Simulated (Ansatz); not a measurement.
## Si (diamond structure), cut as (110) film, 10 layers, ended by OH

Cell contents Si20O4H4 (28 atoms). Vacuum separates the object from its periodic images.

Computed with PBE (plane waves to 420 eV, PAW; Ansatz, a first-principles code).

k-points: Γ-centred 5×7×1 mesh; occupations: Fermi-Dirac, 0.020 eV; spin polarisation not allowed. Scalar-relativistic, no spin-orbit coupling.

 The in-plane lattice is held at the bulk value.

```yaml
electronic_character: not metallic
Kohn-Sham band gap: 0.80 eV
character of the gap on the mesh and a band path of the cell's zone: indirect (the cell's symmetry is low, so an edge off the path may lie nearer)
k-point of the valence-band top (reciprocal lattice units): (0.000, 0.000, 0.000)
k-point of the conduction-band bottom (reciprocal lattice units): (0.000, -0.375, 0.000)
weight_of_the_highest_filled_level_on_the_outer_atoms_and_the_ending: 0.08
weight_of_the_lowest_empty_level_on_the_outer_atoms_and_the_ending: 0.11
hole_mass_of_the_top_band_at_the_zone_centre: 0.31 mₑ along the first reciprocal vector, 0.11 mₑ along the second reciprocal vector
change_of_bonding_against_the_cut: none
number of neighbours within 2.841 Å (ending not counted): 3 for 4 atoms, 4 for 16 atoms
mean Si-Si distance (least to greatest): 2.374 Å (2.366 to 2.392)
cost_of_relaxation_and_final_run: around 0.3 core-hours (rough)
```
